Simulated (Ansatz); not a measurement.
Structures of equal composition on the (111) surface of fcc Rh: a layer of Au in place of the second plane; a layer of Au in place of the third plane. The slabs share one bottom face, and each structure is named by its start. These are constructed structures in small cells; real faces may alloy, dewet or reconstruct in larger ones, and not all known structures of the face are among them. Slabs of about 11 Å, Fermi-Dirac smearing of 0.1 eV. Bottom of the slabs: a bare face, its two planes held. Relaxed from the named starts with such symmetry as they have, on meshes of like density; energies extrapolated to zero smearing; spin only where a row says so; no spin-orbit coupling, no U. Brackets mark spin-polarised runs, whose order is one that fits the cell.

All values below come from PBE (plane waves to 420 eV, PAW; Ansatz, a program for electronic structure).

Task: Order them by energy per 1x1 cell (lowest first) at the level PBE.

Result: a layer of Au in place of the third plane (0.000 eV), a layer of Au in place of the second plane (0.080 eV)
